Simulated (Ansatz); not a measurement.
A computed series for Sn2Pt: thickness series

Take Sn2Pt (space group Fm-3m, No. 225; a = 6.455 Å) as the base. Axes: x, y, z lie along the cube axes.

Free-standing slabs (3 atom(s) a layer) normal to [111] with 15 Å of vacuum; in-plane cell held at bulk.

Computed with Kohn–Sham DFT with the PBEsol functional, run in Ansatz (a program for electronic structure) with PAW and 420 eV plane waves, without spin-orbit coupling.

Notes on the quantities. excess energy per area of both faces: slab less bulk energy over the cell's area: twice a surface energy; uncertain by up to 0.2 J/m².

| change | change of the spacing d12 from its bulk value of 0.932 Å | shortest interatomic distance | excess energy per area of both faces | thickness between the outermost nuclei | change of the spacing d23 from its bulk value of 0.932 Å |
|---|---|---|---|---|---|
| base | – | 2.795 Å | – | – | – |
| 1 layer | -11.8 % | 2.760 Å | – | 1.64 Å | – |
| 2 layers | +12.7 % | 2.735 Å | 1.29 J/m² | 5.57 Å | -21.4 % |
| 3 layers | [?] | 2.703 Å | 1.3 J/m² | 9.30 Å | -15.3 % |
| 4 layers | +10.0 % | 2.711 Å | 1.3 J/m² | 13.02 Å | -15.7 % |
| 5 layers | +9.5 % | [?] | 1.3 J/m² | 16.77 Å | -15.3 % |
| 6 layers | +10.0 % | 2.706 Å | 1.3 J/m² | 20.47 Å | -16.3 % |

Question: What belongs in the blanks?

Answer: 
- 3 layers, change of the spacing d12 from its bulk value of 0.932 Å: +10.9 %
- 5 layers, shortest interatomic distance: 2.716 Å

Slab and bulk use different k-meshes, which limits the precision of the excess energy. Whether these cells are dynamically stable was not tested. All final runs are without spin polarisation.
